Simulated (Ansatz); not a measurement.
Consider TiN in the rock salt structure (space group Fm-3m, No. 225; relaxed with 0.1 eV smearing).

```
TiN
1.0
    0.00000     2.11655     2.11655
    2.11655     0.00000     2.11655
    2.11655     2.11655     0.00000
N Ti
1 1
Cartesian
  0.00000   0.00000   0.00000
  2.11655   2.11655   2.11655
```

Cartesian axes are those of the cell as printed.

Level of theory: Ansatz (a quantum-chemistry and plane-wave program), r2SCAN, PAW, cutoff 500 eV, no spin-orbit coupling.

For the base:

| Property | Result |
|---|---|
| Volume per atom | 9.48 Å³ |

Modification: compressive biaxial strain of 4.61 % in the plane normal to [001], as in epitaxy on a mismatched substrate; the out-of-plane cell vector and the atoms relax.

Problem. What does the calculation give for the energy relative to the base, volume per atom and in-plane stress after the change?

Solution. The energy increases by 105 meV/atom; the volume per atom drops by 0.67 Å³, from 9.48 Å³ to 8.81 Å³; the mean in-plane stress (compression positive) is +43.0 GPa.

Whether these cells are dynamically stable was not tested. All final runs are without spin polarisation. An odd electron count without spin: TiN.
